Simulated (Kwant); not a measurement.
Device: circular cavity between two wires in a InAs two-dimensional gas. Effective mass 0.023 mₑ, grid spacing 6.7 nm, hard walls, nominal width 80 nm (11 grid rows, so walls 80.4 nm apart), one parabolic valley, scattering region 520 nm long along x; energies count from the band bottom; Fermi energy swept from 0.0020436 to 0.030655 eV. Cavity of radius 110 nm, straight part 0 nm, centre moved sideways by 0 nm.

The device is made up for the run: typed textbook-type constants, with dimensions and the other settings drawn at random.

Model: effective-mass tight-binding model on a square grid, one spin, coherent transport at 0 K (Kwant). Conductance is in e²/h.

### Question
How many channels do the leads carry at E = 12.4, 20.8, 26.6 meV?

### Answer
The hard-wall thresholds are n² ħ²π²/(2mW²) = n² × 2.53 meV with W = 80.4 nm. √(12.4/2.53) = 2.21, so 2. √(20.8/2.53) = 2.87, so 2. √(26.6/2.53) = 3.24, so 3.
